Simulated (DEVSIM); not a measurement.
System: abrupt Si p-n junction, at 300 K.

Layer 1 from the left is Si, thickness (μm) 1.00, Na (cm⁻³) 2.7e16, τn (s) 1.3e-5, τp (s) 1.3e-5. Layer 2 from the left is Si, thickness (μm) 1.70, Nd (cm⁻³) 2.5e17, τn (s) 1.3e-5, τp (s) 1.3e-5.

Left contact: ohmic. Right contact: ohmic. Voltage is applied to the left contact. Recombination: SRH at mid-gap, radiative. Mobility is constant in doping.

This is a model device: material constants are rounded textbook-type values typed into the input, and sizes, dopings and lifetimes were drawn at random. Values at 300 K.

Si: gap (eV) 1.124, affinity (eV) 4.05, permittivity 11.7, Nc (cm⁻³) 2.86e19, Nv (cm⁻³) 3.1e19, μn (cm²/Vs) 1417, μp (cm²/Vs) 470, B (cm³/s) 4.7e-15.

Simulated with DEVSIM: 1D drift-diffusion, Boltzmann statistics, complete ionisation; no tunnelling, impact ionisation, image-force lowering or self-heating.

Dark forward current:

```tsv
|V| (V)	|J| (A/cm²)
0.05	2.037e-9
0.10	1.519e-8
0.15	1.035e-7
0.20	7.039e-7
0.25	4.808e-6
0.30	3.292e-5
0.35	0.0002255
0.40	0.001545
0.45	0.01058
0.50	0.07238
0.55	0.4947
0.60	3.372
0.65	22.76
0.70	146.6
0.75	787.0
0.80	2928
```

Work out the local ideality factor n = ΔV / (kT/q · ln(J2/J1)) between the rows 0.15 and 0.20 V, 0.35 and 0.40 V, 0.75 and 0.80 V.

kT/q = 25.85 mV. From 0.15 to 0.20 V: ln(7.039e-7/1.035e-7) = 1.917, n = 1.01, near the 1 of diffusion or emission over a barrier. From 0.35 to 0.40 V: ln(0.001545/0.0002255) = 1.924, n = 1.01, near the 1 of diffusion or emission over a barrier. From 0.75 to 0.80 V: ln(2928/787.0) = 1.314, n = 1.47.

Estimate the current at 0.40 V from the Shockley equation with J0 = Σ q ni² D/(N L) coth(W/L), τ joining the SRH, radiative and Auger lifetimes that are on, and W taken as the whole layer.

ni² = 1.16e20 cm⁻⁶; electrons in the p layer: μ = 1420 cm²/Vs, D = 36.6 cm²/s, τ = 1.30e-5 s, L = 218 μm, W/L = 0.0046, term 2.52e-10 A/cm²; holes in the n layer: μ = 470 cm²/Vs, D = 12.1 cm²/s, τ = 1.28e-5 s, L = 125 μm, W/L = 0.014, term 5.31e-12 A/cm². J0 = 2.57e-10 A/cm², and J = J0 exp(qV/kT) = 0.00135 A/cm². The simulation gives 0.00154 A/cm²; the estimate lies 13 % below. The estimate leaves out recombination in the depletion region and that region's share of W.
